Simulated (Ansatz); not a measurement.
Ansatz (a program for electronic structure), DFT, HSE06, plane waves, its default PAW files: MoS2 sheet, 1x1, 3 atoms. Basis and mesh were picked for this test and aren't claimed converged.

| Item | Value |
|---|---|
| cell | 3.16, 3.16, 17.13 Å; 90, 90, 120° |
| task | single point |
| k mesh | 9×9×1 |
| hamiltonian.xc | hse06 |
| kind of files | paw |
| scf.occupations.method | fixed |
| output.forces | true |
| memory maximum (--max-ram) | 200GiB |
| accuracy | medium (default) |
| basis.precision | auto (default) |
| basis.xc_grid | 2 (default) |
| scf.eigensolver.kind | auto (default) |
| scf.mixing.algorithm | auto (default) |
| scf.mixing.preconditioner | auto (default) |
| scf.convergence.dr2_threshold | 1e-07 (default) |
| scf.lower_state_search | light (default) |
| k-points after symmetry | 12 |
| bands at the start | 17 |
| electrons | 26 |
| plane waves at Γ | 2841 |
| cutoff (eV) | 420 |
| FFT grid | 24×24×120 |
| symmetry operations | 12 |

Hardware: Arm Neoverse V2, 96 cores on 1 socket, no SMT, 1 L3 cache group.

Wall times, medians of two to five repeats, each run alone on the node (launch to exit). Processes are pinned to neighbouring cores unless said otherwise. The times hold for this build (release build for Arm (Neoverse V2), one process with threads). Scratch files lie in a memory file system.

Started as
```bash
OMP_NUM_THREADS=88 ANSATZ_TIMINGS=1 ansatz run --backend cpu --threads 88 --max-ram 200GiB --events-out run.ndjson --runs-dir run.runs --progress --plain run.yaml
```
(88 threads, scf.exx.build = auto (default), scf.exx.ecutfock_ratio = not set) it takes 3.0 s and 16 SCF iterations (all cycles of the run, searches included).

Problem. How long does it take after this change: scf.exx.build = pair_densities, scf.exx.ecutfock_ratio = 2?

Solution. About 21 s (2 runs within 1 %): 7.2× as long. Applications of H to a band go from 14305 to 14304. Launch, exit and the like take 0.74 s of the 3.0 s. Change in the result: energy 0.0044 meV/atom, forces (largest component) under 0.001 meV/Å.

Keys are those of Ansatz 0.2.
